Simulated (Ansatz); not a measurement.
Worked example: self-consistent single point of ScSi (Cm, 4 atoms in the cell) in Ansatz (a quantum-chemistry and plane-wave program).

Method of the run: LDA (PW92), default PAW files made with PBE (plane waves; Ansatz).

```xyz
4
Lattice="1.9870 -4.9287 0.0000 1.9870 4.9287 0.0000 0.0000 0.0000 3.6491" Properties=species:S:1:pos:R:3 pbc="T T T"
Sc     1.9870     3.5565     0.9623
Sc     1.9870    -3.5565     2.7368
Si     1.9870     0.7941     0.9123
Si     1.9870    -0.7941     2.7368
```

Reference input (self-consistent single point, DFT, LDA (PW92), plane waves, default PAW files made with PBE): basis.ecutwfc = 420 eV; kpoints.mp_grid.grid = 9 9 9; hamiltonian.xc = lda; hamiltonian.pseudopotentials = {kind: paw} (the program's default PAW files); scf.occupations.method = fermi_dirac; scf.occupations.width = 0.1 eV. This run's input differs from it in these lines:

Ansatz 0.2 input:
```diff
@@ -13,3 +13,3 @@
 kpoints:
-  mp_grid: { grid: [9, 9, 9] }
+  mp_grid: { grid: [10, 10, 10] }
 hamiltonian:
@@ -18,3 +18,3 @@
 scf:
-  occupations: { method: fermi_dirac, width: 0.1 }
+  occupations: { method: fermi_dirac, width: 0.3 }
 output:
```

Output, abridged:

```
SCF iter   1: F=—  HF=-5399.312840 eV  |F-HF|=—  |Δ(HF+E_count)|=         —  Δρ=4.92e-3  dr2=1.57e-2  ethr=1.77e-3  ⟨swp⟩=5.0  Hψ=28601  notcnv=0
all-band conjugate gradients solve this SCF's bands
preconditioner: auto → Kerker (q_TF=auto, 2.361 Å⁻¹)
SCF iter   2: F=—  HF=-5399.310607 eV  |F-HF|=—  |Δ(HF+E_count)|=   2.23e-3  Δρ=3.03e-3  dr2=6.51e-3  ethr=5.23e-5  ⟨swp⟩=1.0  Hψ=8460  notcnv=0
SCF iter   3: F=—  HF=-5399.309223 eV  |F-HF|=—  |Δ(HF+E_count)|=   1.38e-3  Δρ=2.89e-4  dr2=6.32e-5  ethr=2.17e-5  ⟨swp⟩=2.3  Hψ=7717  notcnv=0
SCF iter   4: F=—  HF=-5399.309209 eV  |F-HF|=—  |Δ(HF+E_count)|=   1.46e-5  Δρ=9.10e-5  dr2=7.31e-6  ethr=2.11e-7  ⟨swp⟩=2.3  Hψ=8803  notcnv=0
SCF iter   5: F=—  HF=-5399.309207 eV  |F-HF|=—  |Δ(HF+E_count)|=   1.40e-6  Δρ=2.07e-5  dr2=3.82e-7  ethr=2.44e-8  ⟨swp⟩=2.4  Hψ=8391  notcnv=0
SCF iter   6: F=-5399.309207 eV  HF=-5399.309207 eV  |F-HF|=1.77e-8  |Δ(HF+E_count)|=   6.23e-8  Δρ=5.92e-6  dr2=2.49e-8  ethr=3.33e-10  ⟨swp⟩=5.5  Hψ=26567  notcnv=0
SCF 1 converged in 6 iterations: F = -5399.309207 eV  dr2 = 2.49e-8
Free energy (F): -5399.309207 eV
Internal energy: -5398.661739 eV  (E = F + TS)
E sigma→0 (E₀):  -5398.985473 eV
Entropy (-TS):   -0.647468 eV (-161.867 meV/atom)
Fermi energy:    10.330864 eV
--- Forces (eV/Å), atoms counted from 1 ---
  atom   1  Sc    -0.00000000     0.00736967    -0.33091143
  atom   2  Sc     0.00000000    -0.01596816     0.05794936
  atom   3  Si    -0.00000000    -0.00555303     0.05231738
  atom   4  Si     0.00000000     0.01415120     0.22064470
--- Stress (GPa, compression-positive) ---
       -4.235632       0.000000      -0.000000
        0.000000      -3.607789       0.416327
       -0.000000       0.416326      -2.744940
  P = ⅓ Tr σ = -3.5295 GPa (-35.295 kbar)
  The stress holds the Pulay correction. Without it, at fixed plane waves, as pw.x and ABINIT print it: P = -3.5568 GPa
```

The run converged in 6 iterations. Against the reference run the free energy falls by 71.5 meV/atom, the pressure goes from -4.10 to -3.53 GPa and the largest force hardly changes (0.340 to 0.331 eV/Å).

The starting cell comes from a database of computed structures (which also holds hypothetical and non-ambient phases and stackings), without a prior relaxation at this level. Its lattice was rescaled by up to half a per cent. One atom was moved a little off its site on purpose. With a pressure of about -4 GPa the cell is away from its equilibrium volume at this level. Ansatz's pressure includes its estimate of the finite-basis (Pulay) stress.

Cost on one core of a shared machine: roughly 30 s.
